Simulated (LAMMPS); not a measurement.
Simulation of Al (fcc), 4000 atoms, at 560 K and 5 GPa, heated as the crystal.

Model: classical MD, pair style eam/fs, file AlFe_mm.eam.fs; code LAMMPS.

```json
{
  "state_found": "crystal; no diffusion seen in 30 ps",
  "density": "2.7989 ± 0.0001 g/cm³",
  "volume_per_atom": "16.0079 ± 0.0005 Å³/atom",
  "enthalpy_per_atom": "-2.7202 ± 0.0002 eV/atom",
  "first peak of g(r)": "2.80 Å, height 5.4",
  "coordination_number": "12.0 (counted to 3.42 Å)",
  "most common Al-Al-Al angle": "at the 3° bin centred on 58.5°, after smoothing over three bins (mean of all 97°)",
  "mean frequency of the vibrational (phonon) density of states": "6.6 THz",
  "cost": "around 5 core-minutes (rough)"
}
```

Potential: file AlFe_mm.eam.fs of the LAMMPS distribution; its header cites Mendelev, Srolovitz, Ackland and Han, J Mater Res 20, 208-218 (2005).

Caution: the potential EAM-type AlFe_mm.eam.fs is made for dilute Fe in Al. Caution: a run this short can hold a crystal over, or a liquid under, the potential's own melting point, which these runs don't give.

States go by the mean squared displacement: a species diffuses where it passes 1.5 Å², still rises and gives D over 1e-6 cm²/s; a crystal has left its structure where atoms lie 0.35 Å off their sites on average or a cubic box changes its shape by 3 %, or the axial ratios of another lie 8 % off the starting cell's, which the potential's own relaxation can also do.

The ± values are statistical; the model's systematic error is not in them.

```
frequency (THz)  vibrational (phonon) density of states (1/THz)
---------------  ----------------------------------------------
0.08200                                                  0.0001
0.4100                                                   0.0003
0.7375                                                   0.0021
1.065                                                    0.0061
1.393                                                    0.0090
1.721                                                    0.0151
2.049                                                    0.0234
2.376                                                    0.0267
2.704                                                    0.0415
3.032                                                    0.0501
3.360                                                    0.0665
3.688                                                    0.0868
4.015                                                    0.1157
4.343                                                    0.1447
4.671                                                    0.1618
4.999                                                    0.1658
5.326                                                    0.1680
5.654                                                    0.1645
5.982                                                    0.1658
6.310                                                    0.1614
6.638                                                    0.1419
6.965                                                    0.1222
7.293                                                    0.1153
7.621                                                    0.1132
7.949                                                    0.1110
8.276                                                    0.1095
8.604                                                    0.1216
8.932                                                    0.1340
9.260                                                    0.1343
9.588                                                    0.1099
9.915                                                    0.0741
10.24                                                    0.0469
10.57                                                    0.0308
10.90                                                    0.0208
11.23                                                    0.0152
11.55                                                    0.0118
11.88                                                    0.0092
12.21                                                    0.0076
12.54                                                    0.0065
12.86                                                    0.0055
13.19                                                    0.0047
13.52                                                    0.0042
13.85                                                    0.0036
14.18                                                    0.0032
14.50                                                    0.0028
14.83                                                    0.0024
15.16                                                    0.0021
15.49                                                    0.0018
15.82                                                    0.0015
16.14                                                    0.0013
```

```tsv
r (Å)	g(r)
2.340	0.000
2.380	0.006
2.420	0.025
2.460	0.086
2.500	0.266
2.540	0.606
2.580	1.22
2.620	2.07
2.660	3.10
2.700	4.07
2.740	4.90
2.780	5.32
2.820	5.37
2.860	4.97
2.900	4.29
2.940	3.46
2.980	2.61
3.020	1.90
3.060	1.32
3.100	0.847
3.140	0.546
3.180	0.341
3.220	0.205
3.260	0.120
3.300	0.064
3.340	0.037
3.380	0.024
3.420	0.017
3.460	0.020
3.500	0.035
3.540	0.053
3.580	0.084
3.620	0.129
3.660	0.189
3.700	0.269
3.740	0.379
3.780	0.488
3.820	0.639
3.860	0.779
3.900	0.912
3.940	1.01
3.980	1.08
4.020	1.10
4.060	1.03
4.100	0.922
4.140	0.783
4.180	0.625
4.220	0.479
4.260	0.344
4.300	0.245
4.340	0.161
4.380	0.121
4.420	0.113
4.460	0.141
4.500	0.214
4.540	0.338
4.580	0.539
4.620	0.819
4.660	1.16
4.700	1.57
4.740	2.02
4.780	2.41
4.820	2.77
4.860	2.96
4.900	2.99
4.940	2.86
4.980	2.58
5.020	2.22
5.060	1.83
5.100	1.42
5.140	1.05
5.180	0.751
5.220	0.524
5.260	0.374
5.300	0.309
5.340	0.308
5.380	0.369
5.420	0.481
5.460	0.623
5.500	0.788
5.540	0.925
5.580	1.04
5.620	1.12
5.660	1.12
5.700	1.08
5.740	0.959
5.780	0.845
5.820	0.706
5.860	0.576
5.900	0.497
5.940	0.451
5.980	0.461
6.020	0.528
6.060	0.659
6.100	0.831
6.140	1.03
6.180	1.26
6.220	1.46
6.260	1.62
6.300	1.70
6.340	1.71
```
